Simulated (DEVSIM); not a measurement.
System: InP p-i-n diode, at 400 K.

Layer 1 from the left is InP, thickness (μm) 0.180, Na (cm⁻³) 3.5e17, τn (s) 9.1e-10, τp (s) 9.1e-10. Layer 2 from the left is InP, thickness (μm) 3.00, Nd (cm⁻³) 1.3e12, τn (s) 9.1e-10, τp (s) 9.1e-10. Layer 3 from the left is InP, thickness (μm) 1.30, Nd (cm⁻³) 1.2e17, τn (s) 9.1e-10, τp (s) 9.1e-10.

Left contact: ohmic. Right contact: ohmic. Voltage is applied to the left contact. Recombination: SRH at mid-gap, radiative. Mobility is constant in doping.

This is a model device: material constants are rounded textbook-type values typed into the input, and sizes, dopings and lifetimes were drawn at random. Values at 300 K; Nc and Nv go as T^1.5, mobilities as T to minus their exponent, the gap by Varshni's rule with the affinity fixed.

InP: gap (eV) 1.344, affinity (eV) 4.38, permittivity 12.5, Nc (cm⁻³) 5.7e17, Nv (cm⁻³) 1.1e19, μn (cm²/Vs) 5200, μp (cm²/Vs) 170, T exponent of μn 2, T exponent of μp 2, B (cm³/s) 1.2e-10, Varshni α (eV/K) 0.000363, Varshni β (K) 162.

DEVSIM, 1D drift-diffusion, Boltzmann statistics, complete ionisation; no tunnelling, impact ionisation, image-force lowering or self-heating.

Question: What does the simulation give for the dark forward voltage at 1 A/cm², the potential step across the device at zero bias?

Answer: dark forward voltage at 1 A/cm² 0.585 V; potential step across the device at zero bias 1.109 V.
